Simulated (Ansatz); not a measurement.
Start from HgTe in the zinc blende structure (space group F-43m, No. 216; a = 6.5728 Å). Axes: x, y, z lie along the cube axes.

Method: r2SCAN (Ansatz, a quantum-chemistry and plane-wave program, PAW, no spin-orbit coupling).

Strains are applied to the cell and any free atomic positions relax; under biaxial strain the out-of-plane vector relaxes too.

One change was made to it. Results:

The shortest interatomic distance drops by 0.003 Å to 2.843 Å; the band gap is still zero; the pressure (mean of the normal stresses, compression positive) is nearly the same (0.0 GPa against 0.1 GPa).

### Question
Which of these changes matches the shifts?
(A) biaxial strain −2.00 %, plane normal [001], relaxed out of plane
(B) biaxial strain −3.00 %, plane normal [001], relaxed out of plane
(C) biaxial strain −2.50 %, plane normal [001], relaxed out of plane
(D) biaxial strain −0.50 %, plane normal [001], relaxed out of plane

### Answer
D, biaxial strain −0.50 %, plane normal [001], relaxed out of plane. For comparison, the shortest interatomic distance in the other runs: biaxial strain −3.00 %, plane normal [001], relaxed out of plane gives 2.829 Å; biaxial strain −2.50 %, plane normal [001], relaxed out of plane gives 2.832 Å; biaxial strain −2.00 %, plane normal [001], relaxed out of plane gives 2.835 Å.

Spin-orbit coupling, missing from the scalar runs, can matter with Hg and Te. Stability against distortions was not tested. All final runs are without spin polarisation. The zero or small gap of HgTe can change with the level of theory.
